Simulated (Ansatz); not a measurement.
The parent structure is MoS2 (space group P6_3/mmc, No. 194; a = 3.109 Å, c = 11.709 Å; layered, stacked along the Cartesian z axis). Axes: x lies along a and z along c of the hexagonal cell.

The values are results of PBEsol-D3(BJ) in Ansatz (plane waves to 420 eV, PAW, scalar-relativistic without spin-orbit coupling), not measurements.

For the base:

| Property | Value |
|---|---|
| Hole mass | 1.1 mₑ along c, 0.50 mₑ across (at Γ) |
| Valence-band top at Γ | 0.00, -0.96, -1.60 eV |
| Band gap | 0.52 eV |
| Smallest direct gap | 1.79 eV |

The change: biaxial strain +1.80 %, plane normal [001], relaxed out of plane (Cartesian); in-plane vectors clamped, the third vector and the atoms free.

**Question.** Predict the new hole mass, valence-band top at Γ, band gap, in-plane stress and smallest direct gap.

**Answer.** The hole mass changes from 1.1 mₑ along c, 0.50 mₑ across (at Γ) to 1.4 mₑ out of plane, 0.42 mₑ in plane (at Γ); the valence-band top at Γ (three highest levels, from the VBM) changes from 0.00, -0.96, -1.60 eV to 0.00, -0.90, -1.44 eV; the band gap drops by 0.016 eV (0.52 eV → 0.51 eV); the mean in-plane stress (compression positive) is -5.2 GPa; the smallest direct gap shrinks by 0.20 eV (1.79 eV → 1.59 eV).

Effective masses come from finite differences of ±0.01 Å⁻¹. Stability against distortions was not tested.

Ansatz is a quantum-chemistry and plane-wave program.
